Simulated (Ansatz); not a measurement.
Worked example: self-consistent single point of Zn6Mo (I4mm, 7 atoms in the cell) in Ansatz (a program for electronic structure).

Method: LDA (PW92), default PAW files made with PBE (plane waves; Ansatz).

```yaml
crystal:
  lattice:
    - [0.00000, 3.82516, 3.82516]
    - [3.82516, 0.00000, 3.82516]
    - [3.82516, 3.82516, 0.00000]
  atoms:
    - { symbol: Zn, position: [0.50000, 0.50000, 0.00000] }
    - { symbol: Zn, position: [0.00000, 0.00000, 0.50000] }
    - { symbol: Zn, position: [0.00000, 0.50000, 0.50000] }
    - { symbol: Zn, position: [0.50000, 0.00000, 0.00000] }
    - { symbol: Zn, position: [0.50000, 0.00000, 0.50000] }
    - { symbol: Zn, position: [0.00000, 0.50000, 0.00000] }
    - { symbol: Mo, position: [0.00654, 0.00654, 0.99346] }
```

Reference input (self-consistent single point, DFT, LDA (PW92), plane waves, default PAW files made with PBE): basis.ecutwfc = 420 eV; kpoints.mp_grid.grid = 6 6 6; hamiltonian.xc = lda; hamiltonian.pseudopotentials = {kind: paw} (the program's default PAW files); scf.occupations.method = fermi_dirac; scf.occupations.width = 0.1 eV. This run's input differs from it in these lines:

Ansatz 0.2 input:
```diff
@@ -16,3 +16,3 @@
 kpoints:
-  mp_grid: { grid: [6, 6, 6] }
+  mp_grid: { grid: [11, 11, 11] }
 hamiltonian:
```

Log, with long lists cut:

```
SCF iter   1: F=—  HF=-24320.472379 eV  |F-HF|=—  |Δ(HF+E_count)|=         —  Δρ=1.23e-2  dr2=3.03e-1  ethr=1.77e-3  ⟨swp⟩=8.9  Hψ=28763  notcnv=0  defer=9
all-band conjugate gradients solve this SCF's bands
preconditioner: auto → LDOS
SCF iter   2: F=—  HF=-24320.462053 eV  |F-HF|=—  |Δ(HF+E_count)|=   1.03e-2  Δρ=1.04e-2  dr2=7.93e-2  ethr=3.52e-4  ⟨swp⟩=2.0  Hψ=13292  notcnv=0  defer=213
   [... lines left out ...]
SCF iter   4: F=—  HF=-24320.428809 eV  |F-HF|=—  |Δ(HF+E_count)|=   1.18e-3  Δρ=7.30e-4  dr2=8.07e-4  ethr=4.98e-6  ⟨swp⟩=2.0  Hψ=11483  notcnv=0  defer=41
SCF iter   5: F=—  HF=-24320.428722 eV  |F-HF|=—  |Δ(HF+E_count)|=   8.65e-5  Δρ=1.85e-4  dr2=4.13e-5  ethr=9.38e-7  ⟨swp⟩=2.0  Hψ=6679  notcnv=0  defer=41
SCF iter   6: F=—  HF=-24320.428719 eV  |F-HF|=—  |Δ(HF+E_count)|=   2.87e-6  Δρ=4.38e-5  dr2=2.53e-6  ethr=4.80e-8  ⟨swp⟩=2.5  Hψ=9497  notcnv=0  defer=41
SCF iter   7: F=-24320.428719 eV  HF=-24320.428719 eV  |F-HF|=6.04e-8  |Δ(HF+E_count)|=   5.22e-7  Δρ=1.01e-5  dr2=8.64e-8  ethr=1.16e-10  ⟨swp⟩=9.4  Hψ=36744  notcnv=0
SCF 1 converged in 7 iterations: F = -24320.428719 eV  dr2 = 8.64e-8
Free energy (F): -24320.428719 eV
Internal energy: -24320.316594 eV  (E = F + TS)
E sigma→0 (E₀):  -24320.372656 eV
Entropy (-TS):   -0.112125 eV (-16.018 meV/atom)
Fermi energy:    10.467414 eV
--- Forces (eV/Å), atoms counted from 1 ---
  atom   1  Zn     0.00000000     0.00000000     0.03755548
  atom   2  Zn     0.00000000    -0.00000000     0.03755548
  atom   3  Zn     0.00000000    -0.07704330     0.12739612
  atom   4  Zn     0.00000000     0.07704330     0.12739612
  atom   5  Zn    -0.07704330     0.00000000     0.12739612
  atom   6  Zn     0.07704330     0.00000000     0.12739612
  atom   7  Mo     0.00000000     0.00000000    -0.58466071
--- Stress (GPa, compression-positive) ---
       -6.633277       0.000000       0.000000
        0.000000      -6.633277       0.000000
        0.000000       0.000000      -6.631217
  P = ⅓ Tr σ = -6.6326 GPa (-66.326 kbar)
  The stress holds the Pulay correction. Without it, at fixed plane waves, as pw.x and ABINIT print it: P = -6.6818 GPa
```

The run converged in 7 iterations. Against the reference run the free energy goes up by 1.2 meV/atom, the pressure moves little (-6.61 to -6.63 GPa) and the largest force hardly changes (0.588 to 0.585 eV/Å).

The starting cell comes from a database of computed structures (which also holds hypothetical and non-ambient phases and stackings), without a prior relaxation at this level. Its lattice was rescaled by up to half a per cent. One atom was moved a little off its site on purpose. Spin polarisation is off. With a pressure of about -7 GPa the cell is away from its equilibrium volume at this level. Ansatz's pressure includes its estimate of the finite-basis (Pulay) stress.

Cost on one core of a shared machine: roughly 70 s.
